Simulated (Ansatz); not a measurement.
System: cubic perovskite KMgF3. Method: PBEsol in Ansatz (plane waves, PAW).

Numerical settings: plane-wave cutoff 520 eV, 8×8×8 k mesh, Fermi–Dirac smearing 0.01 eV, scalar-relativistic PAW data made under PBE.

Pressure at four volumes; x = ln(V/12.718 Å³). One pressure is withheld.

```tsv
V (Å³/atom)	x	P (GPa)
11.955	-0.0619	5.14
12.718	0.0000	0.00
13.227	0.0392	-2.59
13.481	0.0583	?
```

Pass a parabola P(x) through the three rows shown, estimate the bulk modulus and its pressure derivative near zero pressure, and predict the withheld pressure.

Slopes between the rows: (0.00 − (5.14))/(0.0000 − (-0.0619)) = -83.04 and (-2.59 − (0.00))/(0.0392 − (0.0000)) = -66.07 GPa. Their difference over the span 0.1011 is c = 16.97/0.1011 = 167.9 GPa, so P(x) = 5.14 + (-83.04)(x − (-0.0619)) + 167.9 (x − (-0.0619))(x − (0.0000)). At the middle row B = −dP/dx = −[-83.04 + 167.9 × 0.0619] = 72.6 GPa, and B′ = dB/dP = 2c/B = 4.6. At x = 0.0583 the parabola gives -3.66 GPa; the run gives -3.69 GPa. The Birch–Murnaghan fit to the energies at all volumes has B0 = 72.2 GPa and B′ = 4.5.

Measured, for comparison: bulk modulus 75.1 GPa (room temperature, not corrected to a static lattice, sources range from 71.2 to 75.1; as tabulated in Vaitheeswaran et al. (2007), arXiv:cond-mat/0703621). Computed less measured: bulk modulus -3.9 % (inside the range of the sources held).

Note: the relaxation could not lower the start's symmetry, so the cell can be a saddle point above a distorted one.

Ansatz is a first-principles code.
